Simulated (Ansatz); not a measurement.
We consider L1₂ (Cu3Au-type) Ni₃Si, described by r²SCAN-D4 in Ansatz (PAW).

Settings: plane-wave cutoff 560 eV, 16×16×16 k mesh, Fermi–Dirac smearing 0.05 eV, no spin polarisation, scalar-relativistic PAW data made under PBE.

Pressure at four volumes; x = ln(V/10.299 Å³). One pressure is withheld.

```json
[
 {"V (Å³/atom)": "9.681", "x": "-0.0619", "P (GPa)": "?"},
 {"V (Å³/atom)": "9.887", "x": "-0.0408", "P (GPa)": "11.14"},
 {"V (Å³/atom)": "10.299", "x": "0.0000", "P (GPa)": "0.02"},
 {"V (Å³/atom)": "10.917", "x": "0.0583", "P (GPa)": "-12.52"}
]
```

**Question.** Pass a parabola P(x) through the three rows shown, estimate the bulk modulus and its pressure derivative near zero pressure, and predict the withheld pressure.

**Answer.** Slopes between the rows: (0.02 − (11.14))/(0.0000 − (-0.0408)) = -272.55 and (-12.52 − (0.02))/(0.0583 − (0.0000)) = -215.09 GPa. Their difference over the span 0.0991 is c = 57.46/0.0991 = 579.8 GPa, so P(x) = 11.14 + (-272.55)(x − (-0.0408)) + 579.8 (x − (-0.0408))(x − (0.0000)). At the middle row B = −dP/dx = −[-272.55 + 579.8 × 0.0408] = 248.9 GPa, and B′ = dB/dP = 2c/B = 4.7. At x = -0.0619 the parabola gives 17.65 GPa; the run gives 17.73 GPa. The Birch–Murnaghan fit to the energies at all volumes has B0 = 247 GPa and B′ = 4.8.

Ansatz is a first-principles code.
